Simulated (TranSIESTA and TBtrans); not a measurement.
Device: tetrafluoro-1,4-phenylene held by thiolate S between the apex atoms of two Al(100) rods. Leads: fcc Al rod along [100], layers of 5 and 4 atoms, a = 4.04 Å. Geometry: as built, not relaxed. Transport runs along z; the first 18 and the last 18 of the 81 atoms are the lead cells, repeated to infinity.

```xyz
81
Lattice="14.213 0.000 0.000 0.000 14.213 0.000 0.000 0.000 40.336" Properties=species:S:1:pos:R:3 pbc="F F T"
Al     7.107     7.107     0.000
Al     9.963     7.107     0.000
Al     7.107     9.963     0.000
Al     4.250     7.107     0.000
Al     7.107     4.250     0.000
Al     8.535     8.535     2.020
Al     5.678     8.535     2.020
Al     8.535     5.678     2.020
Al     5.678     5.678     2.020
Al     7.107     7.107     4.040
Al     9.963     7.107     4.040
Al     7.107     9.963     4.040
Al     4.250     7.107     4.040
Al     7.107     4.250     4.040
Al     8.535     8.535     6.060
Al     5.678     8.535     6.060
Al     8.535     5.678     6.060
Al     5.678     5.678     6.060
Al     7.107     7.107     8.080
Al     9.963     7.107     8.080
Al     7.107     9.963     8.080
Al     4.250     7.107     8.080
Al     7.107     4.250     8.080
Al     8.535     8.535    10.100
Al     5.678     8.535    10.100
Al     8.535     5.678    10.100
Al     5.678     5.678    10.100
Al     7.107     7.107    12.120
Al     9.963     7.107    12.120
Al     7.107     9.963    12.120
Al     4.250     7.107    12.120
Al     7.107     4.250    12.120
Al     8.535     8.535    14.140
Al     5.678     8.535    14.140
Al     8.535     5.678    14.140
Al     5.678     5.678    14.140
Al     7.107     7.107    16.160
S      8.907     7.448    17.550
C      7.897     7.256    19.019
C      7.275     8.373    19.595
F      7.434     9.604    19.045
C      6.487     8.224    20.741
F      5.890     9.312    21.291
C      6.317     6.957    21.317
S      5.306     6.766    22.786
C      6.938     5.840    20.741
F      6.780     4.610    21.291
C      7.727     5.990    19.595
F      8.324     4.902    19.045
Al     7.107     7.107    24.176
Al     8.535     8.535    26.196
Al     5.678     8.535    26.196
Al     8.535     5.678    26.196
Al     5.678     5.678    26.196
Al     7.107     7.107    28.216
Al     9.963     7.107    28.216
Al     7.107     9.963    28.216
Al     4.250     7.107    28.216
Al     7.107     4.250    28.216
Al     8.535     8.535    30.236
Al     5.678     8.535    30.236
Al     8.535     5.678    30.236
Al     5.678     5.678    30.236
Al     7.107     7.107    32.256
Al     9.963     7.107    32.256
Al     7.107     9.963    32.256
Al     4.250     7.107    32.256
Al     7.107     4.250    32.256
Al     8.535     8.535    34.276
Al     5.678     8.535    34.276
Al     8.535     5.678    34.276
Al     5.678     5.678    34.276
Al     7.107     7.107    36.296
Al     9.963     7.107    36.296
Al     7.107     9.963    36.296
Al     4.250     7.107    36.296
Al     7.107     4.250    36.296
Al     8.535     8.535    38.316
Al     5.678     8.535    38.316
Al     8.535     5.678    38.316
Al     5.678     5.678    38.316
```

Run with TranSIESTA and TBtrans (open boundaries, self-consistent; PseudoDojo norm-conserving potentials, scalar-relativistic): PAO.BasisSize SZP, PAO.EnergyShift 0.15 eV, XC.Authors PBE, Mesh.Cutoff 150 Ry, ElectronicTemperature 300 K, TS.Voltage 0.0 eV, TBT.Elecs.Eta 0.001 eV, no spin polarisation.

Energies count from the leads' Fermi level. Transmissions are for one spin of a degenerate pair. The energy step is 0.02 eV; narrower resonances are cut or missed.

| E (eV) | T |
|---|---|
| -0.20 | 0.00151 |
| -0.16 | 0.00144 |
| -0.12 | 0.00149 |
| -0.08 | 0.00172 |
| -0.04 | 0.00227 |
| 0.00 | 0.00357 |
| 0.04 | 0.00977 |
| 0.08 | 0.0153 |
| 0.12 | 0.0181 |
| 0.16 | 0.0206 |
| 0.20 | 0.0231 |

Task: Give the zero-bias conductance in μS and the resistance at 300 K.

Result: At the Fermi level T = 0.00357. Averaged with −∂f/∂E over the full grid (kT = 25.9 meV) it is 0.00542, well away from the value at one energy, as T changes fast within a few kT. With G0 = 2e²/h = 77.48 μS, G = 0.420 μS and R = 1/G = 2380 kΩ.

Task: Estimate the thermopower by Mott's formula S = −(π²/3)(kB²T/e) d ln T/dE from the rows at -0.04 and 0.04 eV.

Result: d ln T/dE = 18.2 eV⁻¹ and (π²/3) kB²T/e = 7.33 μV/K · eV, so S = -130 μV/K; the full integral gives -110 μV/K. A negative sign means that T rises with energy over the thermal window.

Task: Estimate the current at 0.3 V in linear response, and compare with the self-consistent run.

Result: I = G V = 0.420 μS × 0.3 V = 0.126 μA; the self-consistent run gives 0.143 μA, 1.13 of it. Linear response leaves out the change of T over the bias window and the shift of levels under bias.

The leads' channel count changes near 0.03 eV, within the thermal window, so values at the Fermi level hang on where that band edge falls. Semilocal functionals put molecular levels too close to the Fermi level and tend to overestimate such conductances.
